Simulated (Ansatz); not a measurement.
# Amorphous alumina (Al32O47)

Preparation: random packing, a CHGNet melt and quench, and a DFT relaxation. O atoms were pushed apart under 1.9 Å during the dynamics, to hinder bonds among them. It is the lowest in DFT energy of 2 quenches. It is a model cell: composition and starting density were chosen by hand, and all elements were melted together. No dispersion term was used.

Methods: PBE, scalar-relativistic without spin-orbit coupling (Ansatz, a first-principles code); r2SCAN, scalar-relativistic without spin-orbit coupling (Ansatz). Geometry, pressure, stress and energy are those of the PBE run. Its sampling: a 2×2×2 Γ-centred mesh; Fermi-Dirac width 0.02 eV; no spin polarisation. Other functionals are single points at the zone centre (r2SCAN at 500 eV), free to take moments where seeds were set. The usual formal charges leave 2 electrons over, so the level spacing at the Fermi energy parts defect or band states and needn't be the band gap. At PBE the levels at the filled edge of the gap are localised (band-tail or defect states), and the nearest spread-out levels lie 4.5 eV apart at the zone centre.

```json
{
  "number_of_atoms_in_the_cell": "79",
  "Density (held, not predicted)": "2.81 g/cm³",
  "volume_per_atom": "12.09 Å³",
  "Pressure on a 2×2×2 Γ-centred mesh": "1.53 GPa",
  "Largest force and stress component on that mesh (the relaxation ran on the zone centre alone)": "0.18 eV/Å and 3.1 GPa",
  "Energy relative to corundum + fcc Al (lowest mix at this level among the phases computed, not always the ambient ones)": "0.165 eV/atom",
  "Level spacing at the Fermi energy on a 2×2×2 Γ-centred mesh (PBE)": "1.69 eV",
  "Level spacing at the Fermi energy at the zone centre (PBE)": "2.04 eV",
  "Level spacing at the Fermi energy at the zone centre (r2SCAN)": "2.26 eV"
}
```

Bonds are counted up to Al-Al 2.66 Å, Al-O 2.22 Å, O-O 1.58 Å. Two cations that share two anions don't count as bonded, nor two that share one unless they lie closer than Al-Al 2.59 Å.

| Property | Result |
|---|---|
| Mean coordination of Al by anions | 4.22 (1 with 2, 22 with 4, 9 with 5) |
| Mean coordination of O | 2.87 (6 with 2, 41 with 3) |
| Mean Al-O bond | 1.821 Å (spread 0.075 Å, 135 counted) |
| Bond angle at Al | mean 107.9°, spread 18.6° |

Its density started from a set value of 2.81 g/cm³. Cooling (nominally 280 K/ps over its main leg) ran many orders faster than in experiment, which tends to leave more defects and strain. Values belong to this one cell and scatter from quench to quench. The volume was held where the preparation left it, at a PBE pressure of 1.5 GPa. Stress components on the final sampling reach 3.1 GPa. On a 2×2×2 Γ-centred mesh force components of up to 0.18 eV/Å stay, since the relaxation ran on the zone centre alone.
